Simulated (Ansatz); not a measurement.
Hypothetical NiAs type TlF, pressure series

Take TlF in the NiAs type structure (space group P6_3/mmc, No. 194; a hypothetical phase, not in the database extracts checked) as the base.

```
CELL_PARAMETERS angstrom
      3.89102     0.00000     0.00000
     -1.94551     3.36972     0.00000
      0.00000     0.00000     7.01447
ATOMIC_POSITIONS crystal
  Tl 0.00000 0.00000 0.00000
  Tl 0.00000 0.00000 0.50000
  F  0.33333 0.66667 0.25000
  F  0.66667 0.33333 0.75000
```

Cell and atoms are relaxed at each pressure.

Levels (all Ansatz, a program for electronic structure, PAW): PBE (420 eV, without spin-orbit coupling); PBEsol (420 eV, without spin-orbit coupling).

The base cell above is that of PBE; each level relaxes its own structures.

| case | band gap, PBE | band gap, PBEsol |
|---|---|---|
| pressure −2 GPa | 2.23 eV | 1.93 eV |
| pressure −1 GPa | 2.19 eV | 1.91 eV |
| pressure 3 GPa | 2.10 eV | 1.69 eV |
| pressure 7 GPa | 1.66 eV | 1.06 eV |
| pressure 15 GPa | 0.62 eV | zero |
| pressure 30 GPa | zero | zero |
| pressure 50 GPa | zero | zero |
| pressure 75 GPa | zero | zero |
| pressure 100 GPa | zero | zero |

The two levels differ by at most about 0.62 eV. Near ties aside, they put the cases in the same order.

The mesh was chosen for an insulator and is coarse for the gapless case. From pressure 15 GPa on, the axis ratios lie over 15 % from the base's, so the cell there is far from its starting form. Spin-orbit coupling, missing from the scalar runs, can matter with Tl. Load acts through the strain it causes; cell and atoms are relaxed under it. Stability against distortions was not tested. Competing high-pressure phases were not computed. The final runs are not spin-polarised. A zero or small gap of TlF under pressure 15 GPa and TlF under pressure 30 GPa can be the functional's error rather than a property of the material.
